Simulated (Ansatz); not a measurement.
An Ansatz (a first-principles code) run: Y with a change (uniaxial strain ε_xx = +0.50 %); DFT with PBEsol, PAW potentials and a 420 eV plane-wave cutoff in Ansatz, scalar-relativistic without spin-orbit coupling.

Input:

Ansatz 0.2 input:
```yaml
crystal:
  lattice:
    - [3.6122841827, 0, 0]
    - [-1.8061420914, 3.1127660377, 0]
    - [0, 0, 5.6099175775]
  atoms:
    - { symbol: Y, position: [0.6666666667, 0.3333333333, 0.75] }
    - { symbol: Y, position: [0.3333333333, 0.6666666667, 0.25] }
basis: { ecutwfc: 420, ecutrho_ratio: 4, xc_grid: 2, fft_grid_basis: typed }
kpoints: { mp_grid: { grid: [18, 18, 11] } }
hamiltonian:
  xc: pbesol
  dispersion: none
  pseudopotentials: { kind: paw }
scf: { occupations: { method: fermi_dirac, width: 0.1 }, convergence: { dr2_threshold: 0.0000000002 } }
relax: { f_tol: 0.005, max_steps: 50 }
output: { forces: true, stress: true }
checkpoint: { write: state.ck, write_every: 1000 }
```

Output (explanatory and most iteration lines left out):

```
Relaxation: its limit of steps is 50 (relax.max_steps)
Pseudopotential: Y, paw, valence charge 11
Crystal: 2 atoms, lattice volume = 63.079 Å³
Basis set: ecut = 420 eV, 1223 PW (Γ), exchange–correlation on 50×50×80 points (8 copies of the dense FFT grid, shifted against one another)
Bands: 15, of which v1, the nominal top of the filled ones, is band 11 counted from 1 (10 counted from 0)
Symmetry: 8 space group operations
Space group: Cmcm (ITA 63), of the structure as read, at distance tolerance 4.0e-5 Å
k-points: 546 of 3564
Functional: x = pbesol(κ = 0.804, μ = 0.12345679012345678), c = pbesol(β = 0.046)
SCF iter   1: F=—  HF=-7590.205045 eV  |F-HF|=—  |Δ(HF+E_count)|=         —  Δρ=2.29e-3  dr2=2.32e-3  ethr=1.77e-3  ⟨swp⟩=4.3  Hψ=35806  notcnv=0
SCF iter   2: F=—  HF=-7590.204669 eV  |F-HF|=—  |Δ(HF+E_count)|=   3.76e-4  Δρ=1.25e-3  dr2=7.02e-4  ethr=1.05e-5  ⟨swp⟩=2.1  Hψ=17475  notcnv=0
SCF 1 converged in 8 iterations: F = -7590.204595 eV  dr2 = 1.27e-11
relax step   1: F+E_penalty+E_count = -7590.20459497 eV  Δ(F+E_penalty+E_count) = +0.000e0 eV  max|allowed force component| = 7.609e-3 eV/Å  Δτ_max = 0.0000 Å  (8 SCF iters, accepted)
Crystal: 2 atoms, lattice volume = 63.079 Å³
SCF iter   1: F=—  HF=-7590.204619 eV  |F-HF|=—  |Δ(HF+E_count)|=         —  Δρ=8.73e-5  dr2=4.45e-6  ethr=1.73e-8  ⟨swp⟩=2.8  Hψ=32791  notcnv=0
SCF iter   2: F=—  HF=-7590.204618 eV  |F-HF|=—  |Δ(HF+E_count)|=   6.44e-7  Δρ=5.23e-5  dr2=1.89e-6  ethr=1.73e-8  ⟨swp⟩=1.0  Hψ=8190  notcnv=0
SCF 2 converged in 5 iterations: F = -7590.204618 eV  dr2 = 1.66e-11
relax step   2: F+E_penalty+E_count = -7590.20461773 eV  Δ(F+E_penalty+E_count) = -2.276e-5 eV  max|allowed force component| = 1.221e-3 eV/Å  Δτ_max = 0.0036 Å  (5 SCF iters, accepted)
SCF converged after 5 iterations
Free energy (F): -7590.204618 eV
Internal energy: -7590.086657 eV  (E = F + TS)
E sigma→0 (E₀):  -7590.145637 eV
Entropy (-TS):   -0.117961 eV (-58.980 meV/atom)
Fermi energy:    9.676372 eV
--- Forces (eV/Å), atoms counted from 1 ---
  atom   1  Y      0.00000000    -0.00122096     0.00000000
  atom   2  Y     -0.00000000     0.00122096     0.00000000
--- Stress (GPa, compression-positive) ---
       -0.379211      -0.000000       0.000000
       -0.000000      -0.130262      -0.000000
        0.000000      -0.000000      -0.118202
  P = ⅓ Tr σ = -0.2092 GPa (-2.092 kbar)
--- Relaxed structure (2 steps of the walk, 2 accepted, 0 SCFs on fresh bases) ---
  atoms:
    - { symbol: Y, position: [0.6672395797326616, 0.3344791594653234, 0.75] }
    - { symbol: Y, position: [0.3327604202673382, 0.6655208405346764, 0.25] }
```

Stability against distortions was not tested. All final runs are without spin polarisation. The cell was made from Y in the hcp (Mg type) structure (space group P6_3/mmc, No. 194) by this change: uniaxial strain ε_xx = +0.50 %.
